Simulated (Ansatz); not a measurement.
FeNi3 with two functionals, pressure 7.5 GPa

Base system: FeNi3 in the Cu3Au type structure (space group Pm-3m, No. 221; a = 3.544 Å; ferromagnetic).

(Cell as relaxed with PBE.)

Levels (all Ansatz, an electronic-structure program, PAW): PBE (420 eV, scalar-relativistic without spin-orbit coupling); r2SCAN (500 eV, without spin-orbit coupling).

Each level relaxes its own structure.

```csv
base,PBE,r2SCAN
volume per atom,11.13 Å³,10.85 Å³
lattice parameter a,3.544 Å,3.514 Å
band gap,zero,zero
largest site moment,2.91 μB,3.19 μB
```

The change: cell and atoms relaxed at a pressure of 7.5 GPa.

```json
[
 {"quantity": "largest site moment", "PBE": "2.87 μB", "r2SCAN": "…"},
 {"quantity": "volume per atom", "PBE": "10.75 Å³", "r2SCAN": "…"}
]
```

**Question.** Given the PBE results, estimate those of r2SCAN.

**Answer.** 
- largest site moment, r2SCAN: 3.15 μB
- volume per atom, r2SCAN: 10.50 Å³

PBE's largest site moment lies 0.28 μB below r2SCAN's; PBE's volume per atom lies 0.25 Å³ above r2SCAN's (2.3 %). Neither level is exact; r2SCAN is the comparison here, not a measurement.

The magnetic state is the one reached from the starting moments; the real material's order can differ, and small cells can't hold many antiferromagnetic ones. Load acts through the strain it causes; cell and atoms are relaxed under it. Whether these cells are dynamically stable was not tested. No other phases were tried under pressure.
